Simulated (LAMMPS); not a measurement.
LAMMPS 22 Jul 2025, classical MD, EAM (Finnis-Sinclair form) (Fe_mm.eam.fs): Fe, 2000 atoms.

```
Quantity                                                                                                               Value
-----------------------------------------------  ---------------------------------------------------------------------------
task                                                                                                                 MD, nve
potential                                                                           EAM (Finnis-Sinclair form), Fe_mm.eam.fs
copies of the repeat unit                                                                                           10×10×10
shape (slab and sphere leave vacuum in the box)                                                                         slab
temperature                                                                                                            800 K
steps                                                                                                                  10000
timestep                                                                                                                2 fs
neighbor skin                                                                                                            2 Å
neigh_modify                                                                                       every 1 delay 0 check yes
thermo                                                                                                                   100
newton                                                                                                          on (default)
atom_modify sort (bins of 2 Å where set)                                                                      1000 (default)
box                                              28.7 × 28.7 × 86.0 Å, the slab in its lowest third along z, the rest vacuum
start                                                                        generated bcc lattice, warmed in an untimed run
compared values                                                      energy and forces of the first step, drift over the run
```

Hardware: Arm Neoverse V2, 96 cores on 1 socket, no SMT, 1 L3 cache group.

Each time is the median wall time of two to five repeats, run one at a time on the otherwise empty machine; start-up is included. Unless noted, each process is bound to its own block of adjacent cores. The times hold for this build (PyPI wheel: MPICH, OPENMP and OPT packages). Scratch files lie in a memory file system. A preparatory run goes ahead and isn't timed.

Base settings, kept where nothing else is said: processors = * * * (default), balance = none (default), suffix = none (plain styles) (default), comm = brick (default). The candidates, on 64 cores each, agree within 1.0 meV/atom in energy, 10 meV/Å in forces on 48 atoms, 0.20 meV an atom in drift of the total energy:
A. 64 ranks, balance = fix b all balance 200 1.1 shift xyz 10 1.05 weight time 0.8
B. 64 ranks, balance = fix b all balance 200 1.1 rcb, comm = tiled
C. 64 ranks, processors = 4 4 4
D. 64 ranks, processors = * * 1
E. 64 ranks, balance = fix b all balance 200 1.1 shift xyz 10 1.05
F. 8 ranks × 8 threads, suffix = omp
G. 64 ranks
H. 64 ranks, processors = 8 8 1

### Question
Which choice gives the shortest wall time?

### Answer
D and H and E and A, at 1.4 s, level within 8 % or the scatter of repeats. At the other end B takes 1.6× as long.

```tsv
candidate	wall time	repeats	neighbour list builds
D	1.4 s	3 runs within 1 %	170
H	1.4 s	3 runs within 2 %	170
E	1.4 s	3 runs within 1 %	198
A	1.4 s	3 runs within 1 %	198
G	2.0 s	3 runs within 1 %	170
C	2.0 s	3 runs within 1 %	170
F	2.2 s	3 runs within 17 %	170
B	2.2 s	3 runs within 1 %	198
```

From the slowest to the fastest: The largest move is in communication and waiting (Comm): 0.78 s to 0.42 s. As resolved by the program: grid of ranks 2 by 4 by 8 against 8 by 8 by 1.
